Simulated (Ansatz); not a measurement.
An Ansatz (a first-principles code) input (PBE (Ansatz, PAW, no spin-orbit coupling)):

Ansatz 0.2 input:
```yaml
crystal:
  lattice:
    - [0, 2.0785881742, 2.0785881742]
    - [2.0785881742, 0, 2.0785881742]
    - [2.0785881742, 2.0785881742, 0]
  atoms:
    - { symbol: Au, position: [0, 0, 0] }
basis: { ecutwfc: 420, ecutrho_ratio: 4, xc_grid: 2, fft_grid_basis: typed }
kpoints: { mp_grid: { grid: [19, 19, 19] } }
hamiltonian:
  xc: pbe
  dispersion: none
  pseudopotentials: { kind: paw }
scf: { occupations: { method: fermi_dirac, width: 0.05 }, convergence: { dr2_threshold: 0.0000000001 } }
output: { forces: true, stress: true }
checkpoint: { write: state.ck, write_every: 1000 }
```

Question: Which symmetry and how many k-points will the program report, and about how many plane waves at Γ?

Answer: Space group Fm-3m (ITA 225) with 48 operations, k-points 220 of 6859, and 339 plane waves at Γ.

No phonon test of stability was made. The cell was made from Pt by this change: Pt → Au.
